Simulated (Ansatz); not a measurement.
Data:

```xyz
1
Lattice="3.6392 0.0000 0.0000 1.8196 3.1517 0.0000 0.0000 0.0000 15.0000" Properties=species:S:1:pos:R:3 pbc="T T T"
Gd     1.8196     1.0506     7.5000
```

Spin-polarised, with starting moments of sign Gd+.

Level of theory: r2SCAN (Ansatz, an electronic-structure program; PAW; 500 eV plane waves; spin-orbit coupling left out). Settings: 15×15×1 k-points, 0.05 eV Fermi–Dirac smearing. The cell is a slab with vacuum along z.

Predict the largest site moment, band gap and layer's space group.

The largest site moment is 8.26 μB, the band gap comes out as zero and the layer's space group (with vacuum) is P6/mmm (No. 191).

The magnetic state is the one reached from the starting moments; the real material's order can differ, and small cells can't hold many antiferromagnetic ones. The state of the 4f shell was not checked for lower solutions. Stability against distortions was not tested. The cell was made from Gd in the hcp (Mg type) structure (space group P6_3/mmc, No. 194; ferromagnetic) by this change: a free-standing slab of 1 layer (1 atom, 1 a layer) is cut normal to the z axis, with 15 Å of vacuum and the in-plane cell held at bulk; forces were under the threshold from the start, so the atoms kept their bulk positions.
